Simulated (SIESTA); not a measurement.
Input and output of a self-consistent single point for MgI2 (P-3m1, 3 atoms in the cell) (SIESTA)

Method: GGA PBE, numerical atomic orbitals DZP, PseudoDojo PBE standard norm-conserving potentials (rewritten from UPF to PSML) (SIESTA).

This input was run:

```
# files in the folder: Mg.psml I.psml (PseudoDojo PBE standard)
SystemName  MgI2
SystemLabel mgi2

NumberOfAtoms                3
NumberOfSpecies              2
%block ChemicalSpeciesLabel
  1 12 Mg
  2 53 I
%endblock ChemicalSpeciesLabel
LatticeConstant              1.0 Ang
%block LatticeVectors
     2.081640000   -3.605506000    0.000000000
     2.081640000    3.605506000    0.000000000
     0.000000000    0.000000000    6.881952000
%endblock LatticeVectors
AtomicCoordinatesFormat      Ang
%block AtomicCoordinatesAndAtomicSpecies
     0.000000000    0.000000000    0.000000000  1
     2.081640000    1.201835357    1.665432384  2
     2.081640000   -1.201835357    5.216519616  2
%endblock AtomicCoordinatesAndAtomicSpecies

XC.functional                GGA
XC.authors                   PBE
PAO.BasisSize                DZP
PAO.EnergyShift              0.005 Ry
MeshCutoff                   300 Ry
%block kgrid.MonkhorstPack
    5   0   0  0.0
    0   5   0  0.0
    0   0   3  0.0
%endblock kgrid.MonkhorstPack
OccupationFunction           FD
ElectronicTemperature        0.01 eV

MaxSCFIterations             150
SCF.Mixer.Method             Pulay
SCF.Mixer.Weight             0.1
SCF.Mixer.History            6
SCF.DM.Tolerance             1.0E-05
Diag.ParallelOverK           true
WriteForces                  true
```

The program printed (abridged):

```
reinit: Reading from file input.fdf

reinit: System Name: MgI2
reinit: System Label: mgi2

coor:   Atomic-coordinates input format  =     Cartesian coordinates
coor:                                          (in Angstroms)

siesta: Atomic coordinates (Bohr) and species
siesta:      0.00000   0.00000   0.00000  1        1
siesta:      3.93373   2.27114   3.14721  2        2
siesta:      3.93373  -2.27114   9.85779  2        3

siesta: System type = bulk

initatomlists: Number of atoms, orbitals, and projectors:      3    35    72

siesta: ******************** Simulation parameters ****************************
redata: Spin configuration                          = none
redata: Time-Reversal Symmetry                      = T
redata: Number of Atomic Species                    =        2
redata: Mesh Cutoff                                 =   300.0000 Ry
redata: Net charge of the system                    =     0.0000 |e|
redata: Min. number of SCF Iter                     =        0
redata: Max. number of SCF Iter                     =      150
redata: SCF convergence failure will abort job
redata: SCF mix quantity                            = Hamiltonian
redata: Mix DM or H after convergence               =   F
redata: Recompute H after scf cycle                 =   F
redata: Mix DM in first SCF step                    =   T
redata: No kicks to SCF
redata: DM Mixing Weight for Kicks                  =     0.5000
redata: Require Harris convergence for SCF          =   F
redata: Harris energy tolerance for SCF             =     0.000100 eV
redata: Require DM convergence for SCF              =   T
redata: DM tolerance for SCF                        =     0.000010
redata: Require EDM convergence for SCF             =   F
redata: EDM tolerance for SCF                       =     0.001000 eV
redata: Require H convergence for SCF               =   T
redata: Hamiltonian tolerance for SCF               =     0.001000 eV
redata: Require (free) Energy convergence for SCF   =   F
redata: (free) Energy tolerance for SCF             =     0.000100 eV
redata: Using DFT-D3 dispersion                     =   F
redata: Using Saved Data (generic)                  =   F
redata: Method of Calculation                       = Diagonalization
redata: Electronic Temperature                      =   116.0452 K
redata: Number of TDED substeps                     =        3
redata: Dynamics option                             = Single-point calculation
redata: Save all siesta data in one NC              =   F
redata: ***********************************************************************

%block SCF.Mixers
  Pulay
%endblock SCF.Mixers

%block SCF.Mixer.Pulay
  # Mixing method
  method pulay
  variant stable

  # Mixing options
  weight 0.1000
  weight.linear 0.1000
  history 6
%endblock SCF.Mixer.Pulay

DM_history_depth set to one: no extrapolation allowed by default for geometry relaxation
Size of DM history Fstack: 1
Total number of electrons:    24.000000
Total ionic charge:    24.000000

* ProcessorY, Blocksize:    1  36

* Orbital distribution balance (max,min):    35    35

 Kpoints in:           45 . Kpoints trimmed:           38

siesta: k-grid: Number of k-points = 38
siesta: k-points from Monkhorst-Pack grid
siesta: k-cutoff (effective) =    10.323 Ang
siesta: k-point supercell and displacements
siesta: k-grid:     5     0     0      0.000
siesta: k-grid:     0     5     0      0.000
siesta: k-grid:     0     0     3      0.000

diag: Algorithm                                     = D&C
diag: Parallel over k                               =   F
diag: Use parallel 2D distribution                  =   F
diag: Parallel block-size                           = 36
diag: Parallel distribution                         =     1 x     1
diag: Used triangular part                          = Lower
diag: Absolute tolerance                            =  0.100E-15
diag: Orthogonalization factor                      =  0.100E-05
diag: Memory factor                                 =  1.0000

superc: Internal auxiliary supercell:     7 x     7 x     3  =     147
superc: Number of atoms, orbitals, and projectors:    441   5145  10584

                        Single-point calculation

superc: Internal auxiliary supercell:     7 x     7 x     3  =     147
superc: Number of atoms, orbitals, and projectors:    441   5145  10584

outcell: Unit cell vectors (Ang):
        2.081640   -3.605506    0.000000
        2.081640    3.605506    0.000000
        0.000000    0.000000    6.881952

outcell: Cell vector modules (Ang)   :    4.163280    4.163280    6.881952
outcell: Cell angles (23,13,12) (deg):     90.0000     90.0000    120.0000
outcell: Cell volume (Ang**3)        :    103.3031
new_DM -- step:     1
Initializing Density Matrix...

Attempting to read DM from file... Failed...
DM filled with atomic data:

InitMesh: MESH = 40 x 40 x 72 = 115200
InitMesh: Mesh cutoff (required, used) =   300.000   302.513 Ry

stepf: Fermi-Dirac step function

        iscf     Eharris(eV)        E_KS(eV)     FreeEng(eV)     dDmax    Ef(eV) dHmax(eV)
   scf:    1    -2319.994790    -2321.884852    -2321.884852  1.661231 -3.989192  6.319974
   scf:    2    -2322.196310    -2322.049314    -2322.049314  0.012231 -4.296220  5.228697
   scf:    3    -2322.232838    -2322.228834    -2322.228834  0.042063 -3.087292  1.348253
   scf:    4    -2322.273248    -2322.260392    -2322.260392  0.018732 -3.629399  0.316178
   scf:    5    -2322.254140    -2322.258180    -2322.258180  0.010453 -3.855932  0.327676
   scf:    6    -2322.262589    -2322.261140    -2322.261140  0.008147 -3.787759  0.009374
   scf:    7    -2322.261125    -2322.261134    -2322.261134  0.000174 -3.789463  0.016989
   scf:    8    -2322.261148    -2322.261145    -2322.261145  0.000499 -3.786564  0.001580
   scf:    9    -2322.261145    -2322.261145    -2322.261145  0.000032 -3.786845  0.000337
   scf:   10    -2322.261145    -2322.261145    -2322.261145  0.000012 -3.786873  0.000002
   scf:   11    -2322.261145    -2322.261145    -2322.261145  0.000000 -3.786873  0.000001

SCF Convergence by DM+H criterion
max |DM_out - DM_in|         :     0.0000001584
max |H_out - H_in|      (eV) :     0.0000011856
SCF cycle converged after 11 iterations

Using DM_out to compute the final energy and forces

siesta: E_KS(eV) =            -2322.2611

siesta: E_KS - E_eggbox =     -2322.2611

siesta: Atomic forces (eV/Ang):
     1   -0.000000   -0.000000    0.000000
     2   -0.000000   -0.000094    0.305358
     3   -0.000000    0.000094   -0.305358
   Tot   -0.000000    0.000000    0.000000
   Max    0.305358
   Res    0.143947    sqrt( Sum f_i^2 / 3N )
   Max    0.305358    constrained

Stress tensor Voigt[x,y,z,yz,xz,xy] (kbar):      -15.28      -15.64      -20.55        0.00        0.00        0.00
(Free)E + p*V (eV/cell)    -2321.1549
Target enthalpy (eV/cell)    -2322.2611

siesta: Program's energy decomposition (eV):
siesta: Ebs     =      -607.989282
siesta: Eions   =      3078.927332
siesta: Ena     =       467.752150
siesta: Ekin    =      1090.270957
siesta: Enl     =      -380.605180
siesta: Eso     =         0.000000
siesta: Edftu   =         0.000000
siesta: DEna    =        11.359914
siesta: DUscf   =         0.550446
siesta: DUext   =         0.000000
siesta: Ex      =      -399.308464
siesta: Ec      =       -33.353636
siesta: Exc     =      -432.662100
siesta: Eharris =     -2322.261145
siesta: Etot    =     -2322.261145
siesta: FreeEng =     -2322.261145

siesta: Atomic forces (eV/Ang):
siesta:      1   -0.000000   -0.000000    0.000000
siesta:      2   -0.000000   -0.000094    0.305358
siesta:      3   -0.000000    0.000094   -0.305358
siesta: ----------------------------------------
siesta:    Tot   -0.000000    0.000000    0.000000

siesta: Stress tensor (static) (eV/Ang**3):
siesta:    -0.009539    0.000000    0.000000
siesta:     0.000000   -0.009761    0.000003
siesta:     0.000000    0.000003   -0.012825

siesta: Cell volume =        103.303130 Ang**3

siesta: Pressure (static):
siesta:                Solid            Molecule  Units
siesta:           0.00011663          0.00015475  Ry/Bohr**3
siesta:           0.01070862          0.01420829  eV/Ang**3
siesta:          17.15709958         22.76419176  kBar
```

The run converged in 11 iterations.

The starting cell has typed, rounded lattice constants, without a prior relaxation at this level. Its lattice was rescaled by a random factor within 2.5 % of one. Values carry the incompleteness of an atom-centred basis.
